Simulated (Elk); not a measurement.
# Input and output of a self-consistent single point for Ir (Fm-3m, 1 atom in the cell) (Elk)

Method: Elk with PBE, all-electron FP-LAPW, Elk's shipped species files, default APW+lo basis.

This input was run:

```
tasks
  0

xctype
  20

rmtscf
  0.86

swidth
  0.00367493

maxscl
  100

scale
  1.889726125

avec
    0.0000000000    1.9200000000    1.9200000000
    1.9200000000    0.0000000000    1.9200000000
    1.9200000000    1.9200000000    0.0000000000

atoms
  1
  'Ir.in'
  1
  0.0000000000  0.0000000000  0.0000000000    0.0 0.0 0.0

ngridk
  10 10 10
```

Output (repeated stretches shortened):

```
│ Elk code version 10.2.4 │

All units are atomic (Hartree, Bohr, etc.)

│ Ground-state run starting from atomic densities │

Lattice vectors :
   0.000000000       3.628274160       3.628274160
   3.628274160       0.000000000       3.628274160
   3.628274160       3.628274160       0.000000000

Unit cell volume      :    95.52791154
Brillouin zone volume :    2.596625525

Muffin-tin inner radius fraction :   0.1000000000E-01

Nuclei treated as point charges

Species :    1 (Ir)
 parameters loaded from : Ir.in
 name : iridium
 nuclear charge    :   -77.00000000
 electronic charge :    77.00000000
 atomic mass :    350390.1559
 muffin-tin radius :    2.408000000
 number of radial points in muffin-tin :    697
 atomic positions (lattice), magnetic fields (Cartesian) :
   1 :   0.00000000  0.00000000  0.00000000    0.00000000  0.00000000  0.00000000

Total number of atoms per unit cell :    1

Spin treatment :
 spin-unpolarised

Number of Bravais lattice symmetries :   48
Number of crystal symmetries         :   48
Crystal has inversion symmetry
Real symmetric eigensolver will be used

k-point grid :     10    10    10
k-point offset :    0.000000000       0.000000000       0.000000000
k-point set is reduced with full crystal symmetry group
Total number of k-points :       47

Muffin-tin radius times maximum |G+k| :    7.000000000
 using average radius
Maximum |G+k| for APW functions       :    2.906976744
Maximum (1/2)|G+k|²                   :    4.225256896
Maximum |G| for potential and density :    12.00000000
 potential will be trimmed for |G| > 2 gkmax
Constant for pseudocharge density :    7
Radial integration step length :    4

G-vector grid sizes :     20    20    20
Number of G-vectors :     2741

Maximum angular momentum used for
 APW functions                      :    8
 outer part of muffin-tin           :    6
 inner part of muffin-tin           :    1

Total nuclear charge    :   -77.00000000
Total core charge       :    48.00000000
Total valence charge    :    29.00000000
Total excess charge     :    0.000000000
Total electronic charge :    77.00000000

Effective Wigner radius, rₛ :   0.6665769874

Number of empty states         :    4
Total number of valence states :   19
Total number of core states    :   48

Total number of local-orbitals :   31

Exchange-correlation functional :     20     0     0
 Perdew-Burke-Ernzerhof, Phys. Rev. Lett. 77, 3865 (1996)
 gradient requirement :    1
 generalised gradient approximation (GGA)

Smearing type :    3
 Fermi-Dirac
Smearing width :   0.3674930000E-02
Effective electronic temperature (K) :    1160.451112

Mixing type :    3
 Broyden mixing, J. Phys. A: Math. Gen. 17, L317 (1984)

Kohn-Sham potential initialised from atomic data

│ Self-consistent loop started │
│ Loop number : 1 │
 total energy                :     -17859.6811251
│ Loop number : 2 │
 total energy                :     -17859.8911339
RMS change in Kohn-Sham potential (target) :   0.1892510536     (  0.1000000000E-05)
Absolute change in total energy (target)   :   0.2100088656     (  0.1000000000E-03)
│ Loop number : 3 │
 total energy                :     -17860.0617486
RMS change in Kohn-Sham potential (target) :   0.1819678148     (  0.1000000000E-05)
Absolute change in total energy (target)   :   0.2231168495     (  0.1000000000E-03)
│ Loop number : 4 │
 total energy                :     -17859.7482546
RMS change in Kohn-Sham potential (target) :   0.1509889812     (  0.1000000000E-05)
Absolute change in total energy (target)   :   0.2577147548     (  0.1000000000E-03)
│ Loop number : 5 │
 total energy                :     -17858.8504970
RMS change in Kohn-Sham potential (target) :   0.6639549803E-01 (  0.1000000000E-05)
Absolute change in total energy (target)   :   0.9621863062     (  0.1000000000E-03)
│ Loop number : 6 │
 total energy                :     -17858.4064332
RMS change in Kohn-Sham potential (target) :   0.1987094983E-01 (  0.1000000000E-05)
Absolute change in total energy (target)   :   0.6846103638     (  0.1000000000E-03)
│ Loop number : 7 │
 total energy                :     -17858.2465044
RMS change in Kohn-Sham potential (target) :   0.5098785548E-03 (  0.1000000000E-05)
Absolute change in total energy (target)   :   0.3310814140     (  0.1000000000E-03)
│ Loop number : 8 │
 total energy                :     -17858.2358457
RMS change in Kohn-Sham potential (target) :   0.3021258028E-03 (  0.1000000000E-05)
Absolute change in total energy (target)   :   0.9342903108E-01 (  0.1000000000E-03)
│ Loop number : 9 │
 total energy                :     -17858.2439334
RMS change in Kohn-Sham potential (target) :   0.8825848474E-04 (  0.1000000000E-05)
Absolute change in total energy (target)   :   0.1526956141E-01 (  0.1000000000E-03)
│ Loop number : 10 │
 total energy                :     -17858.2464810
RMS change in Kohn-Sham potential (target) :   0.8243550261E-05 (  0.1000000000E-05)
Absolute change in total energy (target)   :   0.1269816206E-02 (  0.1000000000E-03)
│ Loop number : 11 │
 total energy                :     -17858.2463283
RMS change in Kohn-Sham potential (target) :   0.6370102658E-05 (  0.1000000000E-05)
Absolute change in total energy (target)   :   0.4701189609E-03 (  0.1000000000E-03)
│ Loop number : 12 │
 total energy                :     -17858.2463149
RMS change in Kohn-Sham potential (target) :   0.1493317599E-05 (  0.1000000000E-05)
Absolute change in total energy (target)   :   0.1309428262E-03 (  0.1000000000E-03)
│ Loop number : 13 │
 total energy                :     -17858.2463448
RMS change in Kohn-Sham potential (target) :   0.6582910278E-06 (  0.1000000000E-05)
Absolute change in total energy (target)   :   0.2841476089E-05 (  0.1000000000E-03)
Convergence targets achieved

│ Loop number : 14 │

Energies :
 Fermi                       :     0.535453934085
 sum of eigenvalues          :     -10951.7236822
 electron kinetic            :      20354.1045594
 core electron kinetic       :      19588.0715281
 Coulomb                     :     -37863.0251897
 Coulomb potential           :     -30848.8253748
 nuclear-nuclear             :     -1459.70014247
 electron-nuclear            :     -41957.8247198
 Hartree                     :      5554.49967252
 Madelung                    :     -22438.6125024
 xc potential                :     -457.002866847
 exchange                    :     -344.610202902
 correlation                 :     -4.71434142892
 electron entropic           :    -0.118712573001E-02
 total energy                :     -17858.2463617

Density of states at Fermi energy :    27.08327962
 (states/Hartree/unit cell)

Estimated indirect band gap :   0.6168690296E-03
 from k-point     44 to k-point     39
Estimated direct band gap   :   0.2281528133E-01
 at k-point     41

Charges :
 core                        :    48.00000000
 valence                     :    29.00000000
 interstitial                :    1.852680163
 muffin-tins (core leakage)
  species :    1 (Ir)
   atom    1                 :    75.14731984     (  0.1770486419E-02)
 total in muffin-tins        :    75.14731984
 total calculated charge     :    76.99409360
 total charge                :    77.00000000
 error                       :   0.5906404321E-02

│ Self-consistent loop stopped │
```

The run converged in 14 iterations. The count includes the last loop, which Elk runs after its targets are met.

The starting cell has typed, rounded lattice constants, without a prior relaxation at this level. Spin-orbit coupling is off. Spin polarisation is off. Values depend on the basis (sphere radii, cutoffs, local orbitals), which need not be converged. The log's line on a gap gives a spacing of levels on this mesh, which the program prints for metals too.
